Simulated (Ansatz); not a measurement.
## BeSe (F-43m): band-edge transport data

Given:

```xyz
2
Lattice="0.0000 2.5643 2.5643 2.5643 0.0000 2.5643 2.5643 2.5643 0.0000" Properties=species:S:1:pos:R:3 pbc="T T T"
Be     0.0000     0.0000     0.0000
Se     1.2822     1.2822     1.2822
```

Level of theory: PBEsol, rigid bands (plane waves, PAW, scalar-relativistic; Ansatz, a first-principles code). How the cell was made: cell and atoms relaxed with PBEsol.

```yaml
band_gap: 2.47 eV
electron conductivity mass (300 K, dilute): 0.35 mₑ
effective density of states N_c (300 K): 1.9e19 cm⁻³
density_of_states_mass_electrons: 0.82 mₑ
Seebeck coefficient, n-type 1e19 cm⁻³, 300 K: -271 μV/K
best n-type power factor at 300 K for τ = 10 fs (best axis; densities from 1e16 to 1e21 cm⁻³ tried, whether or not they can be reached): 8.5 μW/(cm·K²) at 1e20 cm⁻³
```

Rigid bands; masses and Seebeck coefficients take one relaxation time τ for all states and one kind of carrier; polarons and phonon drag are left out. Spin-orbit coupling is left out.
